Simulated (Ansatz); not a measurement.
Functionals compared on a constructed model of the (100) surface of fcc Ir, a pseudomorphic layer of Ru in the host's stacking (bottom of the slab: a bare face, its two planes held), in Ansatz (plane waves, PAW). The structure was relaxed with PBE; the other rows are single points on it. Cutoff 420 eV (500 eV for r2SCAN).

Set-up: 7 atoms, 12.0 Å thick at the start; mesh 14x14x1; 0.1 eV smearing; dipole correction on; 2 atoms held, the rest relaxed; start symmetry kept, larger cells not searched; no spin, no spin-orbit, no U. It is one candidate, not shown to be the stable structure of the face. These notes are the PBE run's.

```csv
functional,work function of the top face (eV),rough cost of the single point
PBE,5.00,–
RPBE,[?],roughly 40 core-seconds
r2SCAN,5.02,very roughly 80 core-seconds
```

Task: Some entries are withheld; supply them.

Result: 
- RPBE, work function of the top face (eV): 4.82

Ansatz is an electronic-structure program.
